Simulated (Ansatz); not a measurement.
A periodic model of amorphous Ti$_{20}$O$_{41}$Zn:

```xyz
62
Lattice="9.2857 -0.1052 -0.0859 -0.1052 8.7197 -0.1411 -0.0859 -0.1411 9.4082" Properties=species:S:1:pos:R:3 pbc="T T T"
Ti     1.2222     8.5666     7.6166
Ti     4.5669     3.4067     5.7802
Ti     0.8341     5.6424     8.8907
Ti     9.1027     8.0708     1.0410
Ti     9.2103     2.5816    -0.0844
Ti     2.4337     2.6928     3.6881
Ti     5.5884     3.2282     8.7277
Ti     5.9936     4.4367     2.5858
Ti     7.5404     1.5581     6.7864
Ti     4.7863     1.0911     3.0462
Ti     7.4646     5.0443     5.5819
Ti     0.8301     3.9063     5.8144
Ti     6.8867     8.0566     3.8454
Ti     0.4281     7.2830     4.4664
Ti     2.3791     5.7471     2.0621
Ti     8.2901     1.9180     3.2511
Ti     5.4432     6.9629     1.2149
Ti     6.9935     7.1362     8.1242
Ti     2.9383     1.4630     0.3404
Ti     3.6856     5.9815     7.7168
O      8.2536     3.3713     6.0243
O      5.1023     6.7575     8.7062
O      4.7015     2.1787     0.1413
O      8.9172     1.5450     1.4765
O      5.7982     4.5034     4.8320
O      5.0825     8.3729     4.1593
O      7.6434     3.5787     3.0447
O      4.2474     4.1406     7.5811
O      4.9789     3.0286     2.6933
O      3.9910     1.9136     4.6682
O      1.9979     4.1221     2.6175
O      7.3037     2.4872     8.6374
O      1.1692     4.4045     7.4712
O      2.0519     6.9372     3.6167
O      0.7436     2.3825     4.3146
O      4.4977     8.4224     1.4955
O      6.5845     6.5301     2.7327
O      8.8326     8.2307     2.9930
O      2.8320     0.7460     7.9147
O      7.7469     1.0076     5.0072
O      5.9539     4.6711     0.7298
O      2.9416     1.4273     2.3895
O      7.2104     7.7333     0.5761
O      1.8459     2.7851     0.1512
O      7.0259     5.4422     7.2483
O      0.9044     8.3579     5.7359
O      9.1133     4.3739     0.1162
O      5.7463     2.3803     6.7311
O      4.1204     6.3691     6.1045
O      1.4377     0.1474     0.4033
O      2.6888     5.6009     0.2338
O      6.8850    -0.1011     7.3553
O      0.1792     5.4100     5.0261
O      4.2517     5.8567     2.4851
O      1.9985     6.8362     7.6846
O      7.7073     6.9372     5.0718
O      2.6995     3.8734     5.2759
O      6.6744     0.9708     2.7894
O      8.9312     7.0826     8.3839
O      0.6625     6.5787     1.4249
O     -0.0089     1.4116     7.7751
Zn     3.8788     6.8533     4.3163
```

Calculation: PBE, scalar-relativistic without spin-orbit coupling (plane waves to 420 eV, PAW; Ansatz, a program for electronic structure).

It comes from a melt-quench run on a machine-learned potential (CHGNet), relaxed afterwards by DFT. O atoms were pushed apart under 1.9 Å during the dynamics, to hinder bonds among them. The hot cell started wider than the set density and was brought back towards it in steps. It is the lowest in DFT energy of 2 quenches. It is a model cell: composition and starting density were chosen by hand, and all elements were melted together. No dispersion term was used. Its density started from a set value of 3.66 and ended at 3.66 g/cm³. The simulated quench (nominally 300 K/ps over its main leg) is rapid and tends to freeze in more defects than a deposited or slowly cooled glass has. One small periodic cell is one sample of the glass; other quenches scatter about these values. The volume was held where the preparation left it and the shape relaxed, at a PBE pressure of 1.6 GPa. Stress components on the final sampling reach 1.8 GPa.

Neighbours within Ti-Ti 3.12 Å, Ti-O 2.54 Å, Ti-Zn 2.90 Å, O-O 1.58 Å, O-Zn 2.26 Å, Zn-Zn 2.68 Å count as bonded. Two cations that share two anions don't count as bonded, nor two that share one unless they lie closer than Ti-Ti 3.04 Å, Ti-Zn 2.82 Å, Zn-Zn 2.61 Å.

### Question
Give the coordination numbers, mean bond lengths and angles.

### Answer

```json
{
 "Mean coordination of Ti by anions": "5.45 (11 with 5, 9 with 6)",
 "Mean coordination of O": "2.76 (13 with 2, 25 with 3, 3 with 4)",
 "Mean coordination of Zn by anions": "4.00 (1 with 4)",
 "Mean Ti-O bond": "1.962 Å (spread 0.141 Å, 109 counted)",
 "Mean O-Zn bond": "1.972 Å (spread 0.091 Å, 4 counted)",
 "Bond angle at Ti": "mean 104.9°, spread 27.5°",
 "Bond angle at O": "mean 117.9°, spread 19.5°",
 "Bond angle at Zn": "mean 109.6°, spread 16.4°"
}
```

### Question
List the pairs of like atoms that count as bonded by the rules above.

### Answer
There are none by these rules.
